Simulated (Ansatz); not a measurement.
Start from TaAs in the CsCl type structure (space group Pm-3m, No. 221; a = 3.215 Å; a hypothetical phase, not in the database extracts checked; relaxed with 0.1 eV smearing). Axes: x, y, z lie along the cube axes.

Level of theory: PBE in Ansatz (plane waves to 420 eV, PAW, no SOC).

Now apply this change: the cell is compressed by 3.77 % along y with no lateral relaxation, atoms relaxed at fixed cell.

Problem. Predict the stress tensor and what it implies for the stiffness.

Solution. Stress of the strained cell less that of the base (GPa, compression positive):
```
    4.0     0.0     0.0
    0.0    14.9     0.0
    0.0     0.0     4.0
```

Then −Δσ_ii/ε with ε = -0.0377 gives secant stiffness values (nonlinear terms included at this strain): C22 ≈ 394 GPa, C12 ≈ 105 GPa and C23 ≈ 105 GPa.

As a check, the harmonic strain energy −½ V₀ Δσ:ε is 29 meV/atom; the computed energy rise is 28 meV/atom.

Stability against distortions was not tested. All final runs are without spin polarisation.

Ansatz is a quantum-chemistry and plane-wave program.
